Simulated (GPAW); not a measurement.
Input and output of a self-consistent single point for Sb (P-1, 2 atoms in the cell) (GPAW).

Level of theory: LDA (Perdew-Wang 92), GPAW PAW datasets LDA (gpaw-data 1.0.1) (plane waves; GPAW).

```
Sb
1.0
    2.17706     1.25693     3.82988
   -2.17706     1.25693     3.82988
    0.00000    -2.51386     3.82988
Sb
2
Direct
  0.27827   0.27726   0.26194
  0.72173   0.72274   0.73806
```

Reference input (self-consistent single point, DFT LDA (Perdew-Wang 92), plane waves, GPAW PAW datasets LDA (gpaw-data 1.0.1)): mode = pw; ecut = 550 eV; xc = LDA; kpts = 5 5 5; mesh shift (steps) = 0 0 0; occupations.name = methfessel-paxton; occupations.width = 0.2 eV; occupations.order = 1; nbands = -6; convergence.forces = 0.001 eV/Å; symmetry.symmorphic = false; symmetry.tolerance = 0.0005. This run's input differs from it in these lines:

```diff
@@ -12,3 +12,3 @@
 
-calc = GPAW(mode=PW(550),
+calc = GPAW(mode=PW(1100),
             xc='LDA',
```

Output (repeated stretches shortened):

```
     iter     time        total  log10-change:
                         energy   eigst   dens  force
iter:   1 --:--:--   -10.140696
iter:   2 --:--:--   -10.218475   -0.32  -1.68
iter:   3 --:--:--   -10.223979   -1.37  -1.69
iter:   4 --:--:--   -10.208039   -2.11  -1.75
iter:   5 --:--:--   -10.208072   -3.10  -2.88
iter:   6 --:--:--   -10.209736c  -3.67  -2.85
iter:   7 --:--:--   -10.207322c  -3.91  -2.71
iter:   8 --:--:--   -10.207351c  -5.07  -3.19
iter:   9 --:--:--   -10.207286c  -4.92  -3.28
iter:  10 --:--:--   -10.207270c  -6.01  -3.76
iter:  11 --:--:--   -10.207261c  -6.36  -3.86
iter:  12 --:--:--   -10.207259c  -6.26  -3.92
iter:  13 --:--:--   -10.207259c  -7.75c -4.64c
iter:  14 --:--:--   -10.207260c  -7.16  -4.61c
iter:  15 --:--:--   -10.207259c  -7.07  -4.57c
iter:  16 --:--:--   -10.207259c  -7.76c -4.71c -2.63
iter:  17 --:--:--   -10.207259c  -9.02c -4.98c -3.43c
Converged after 17 iterations.

Dipole moment: (0.000000, -0.000000, -0.000000) |e|*Ang

Energy contributions relative to reference atoms: (reference = -352264.872612)

Kinetic:         -2.147297
Potential:       +0.287588
External:        +0.000000
XC:              -8.727186
Entropy (-ST):   +0.000964
Local:           +0.378994
SIC:             +0.000000
--------------------------
Free energy:    -10.206937
Extrapolated:   -10.207259

Showing only first 2 kpts
 Kpt  Band  Eigenvalues  Occupancy
  0    13      4.37849    2.00000
  0    14      4.42785    2.00000
  0    15      7.65556   -0.00000
  0    16      8.39450   -0.00000

  1    13      4.24229    2.00000
  1    14      4.87845    2.00000
  1    15      7.50488   -0.00000
  1    16      7.96893   -0.00000

Fermi level: 6.16463

Gap: 0.238 eV
Transition (v -> c):
   [... lines left out ...]
Direct/indirect transitions are different
Direct gap: 0.605 eV
Transition at: (s=0, k=32, n=14, [0.20, 0.20, 0.40])
Energy (eV): -10.207259

Forces in eV/Ang:
  0 Sb   -0.01254   -0.29497   -0.41580
  1 Sb    0.01254    0.29497    0.41580

Stress tensor:
     0.014494     0.000155    -0.000349
     0.000155     0.005484    -0.007507
    -0.000349    -0.007507     0.011409
Stress (GPa, Voigt): [ 2.3222  0.8787  1.828  -1.2027 -0.0559  0.0249]
```

The run converged in 17 iterations. GPAW prints stress with tension positive. Against the reference run the free energy drops by 3.4 meV/atom, the pressure goes from -1.84 to -1.68 GPa and the largest force hardly changes (0.511 to 0.510 eV/Å).

The starting cell comes from a database of computed structures (which also holds hypothetical and non-ambient phases and stackings), without a prior relaxation at this level. Its atoms were displaced at random from the sites of space group no. 166. Spin-orbit coupling is off. The log's line on a gap gives a spacing of levels on this mesh, which the program prints for metals too.

Cost on one core of a shared machine: roughly 4 min.
